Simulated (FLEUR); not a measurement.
FLEUR run on Hf₅Sc (P-62m, 6 atoms in the cell): self-consistent single point.

Method of the run: FLEUR with LDA (Perdew-Zunger), all-electron FLAPW (FLEUR), scalar-relativistic valence.

```
CELL_PARAMETERS angstrom
      5.56147     0.00000     0.00000
     -2.78073     4.81637     0.00000
      0.00000     0.00000     5.02450
ATOMIC_POSITIONS crystal
  Hf 0.66053 0.00000 0.00000
  Hf 0.33947 0.33947 0.00000
  Hf 0.00000 0.66053 0.00000
  Hf 0.33333 0.66667 0.50000
  Hf 0.66667 0.33333 0.50000
  Sc 0.00000 0.00000 0.50000
```

Reference input (self-consistent single point, DFT, PBEsol, all-electron FLAPW (FLEUR), scalar-relativistic valence): Kmax = 3.8 1/bohr; GmaxXC = 15.2 1/bohr; xcFunctional = PBEs; jspins = 1; l_soc = F; mode = gauss; fermiSmearingEnergy = 0.00367493 Htr; mesh (inpgen div1-3) = 5 5 5; inpgen gamma flag = false; Gmax = 15.2 1/bohr; numbands = 0; maxIterBroyd = 15. This run's input differs from it in these lines:

```diff
@@ -18,3 +18,3 @@
 &comp jspins=1 /
-&exco xctyp='PBEs' /
+&exco xctyp='pz' /
 &kpt div1=5 div2=5 div3=5 /
@@ -31,3 +31,3 @@
       <coreElectrons ctail="T" frcor="F" kcrel="0" coretail_lmax="0"/>
-      <xcFunctional name="PBEs" relativisticCorrections="F"/>
+      <xcFunctional name="pz" relativisticCorrections="F"/>
       <magnetism jspins="1"/>
```

Output, abridged:

```
 Iteration:     1   Distance:       8.41621194 me/bohr^3
 Iteration:     2   Distance:       7.59368015 me/bohr^3
 Iteration:     3   Distance:       4.29767454 me/bohr^3
 Iteration:     4   Distance:       2.26984445 me/bohr^3
 Iteration:     5   Distance:       1.01891145 me/bohr^3
   [... 13 lines left out ...]
 Iteration:    19   Distance:       0.00006943 me/bohr^3
 Iteration:    20   Distance:       0.00004174 me/bohr^3
 Iteration:    21   Distance:       0.00001346 me/bohr^3
 Iteration:    22   Distance:       0.00000880 me/bohr^3
 Reset of history
 Run finished successfully
 Stop message:
   Structural relaxation: new displacements generated

[file out, last iteration]
             iter=     23
[...]
          total density-effective poten   -1.3170598609E+05
          total charge density-energy d   -1.5414730436E+03
 Updated energy parameters for spin:           1
[...]
 fermi energy and band-weighting factors:
   [... 11 lines left out ...]

[...]
FERMIE:
          first approx. to ef    (T=0)  :   0.373011 htr   (energy of the highest occ. eigenvalue)
          number of occ. states  (T=0)  :       1054
          first approx. to seigv (T=0)  : -45.062215 htr
          sum of weights of occ. states :  70.504000
          sum of semicore charge        :   0.000000 e
          fermi energy=   0.37248 har   work function= -10.13582 ev
   [... lines left out ...]
          total moment                 =     0.00000
 Direct bandgap for spin            1 :    5.2236729513869817E-003  Htr
 ---->    free energy=                    -76206.6258766138 htr
   [... lines left out ...]
 TOTAL FORCE FOR ATOM TYPE=  1  X= -3.568   Y=  0.000   Z=  0.000
                       FX_TOT=-0.001295 FY_TOT= 0.000000 FZ_TOT= 0.000000
 TOTAL FORCE FOR ATOM TYPE=  2  X=  5.255   Y= -3.034   Z=  4.747
                       FX_TOT= 0.000000 FY_TOT= 0.000000 FZ_TOT= 0.000000
 TOTAL FORCE FOR ATOM TYPE=  3  X=  0.000   Y=  0.000   Z=  4.747
                       FX_TOT= 0.000000 FY_TOT= 0.000000 FZ_TOT= 0.000000
```

The run converged in 22 iterations. FLEUR gives forces in its relaxation mode, with a further iteration, so its stop message speaks of a relaxation. Against the reference run the largest force goes from 0.024 to 0.067 eV/Å.

The starting cell comes from a database of computed structures (which also holds hypothetical and non-ambient phases and stackings), without a prior relaxation at this level. Spin-orbit coupling is off. Values depend on the basis (sphere radii, cutoffs, local orbitals), which need not be converged. The log's line on a gap gives a spacing of levels on this mesh, which the program prints for metals too.

Cost on one core of a shared machine: roughly 4 min.
